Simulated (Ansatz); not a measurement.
The parent structure is CrO2 in the rutile structure (space group P4_2/mnm, No. 136; a = 4.392 Å, c = 2.888 Å; ferromagnetic).

Level of theory: plane-wave PAW DFT at the PBEsol level (Ansatz, a quantum-chemistry and plane-wave program, 420 eV), spin-orbit coupling left out.

Before the change:

- Lattice parameter a = 4.392 Å
- Largest site moment = 1.70 μB

It is then changed as follows: hydrostatic tension (pressure −2 GPa).

Problem. What happens to the lattice parameter a and largest site moment?

Solution. The lattice parameter a increases by 0.0134 Å, from 4.392 Å to 4.406 Å; the largest site moment hardly moves (1.70 μB against 1.71 μB).

Load acts through the strain it causes; cell and atoms are relaxed under it. Whether these cells are dynamically stable was not tested. No Hubbard U is applied and the magnetic state is the run's own (CrO2 ferromagnetic); other magnetic orders, which need larger cells, were not tried and can change the gap.
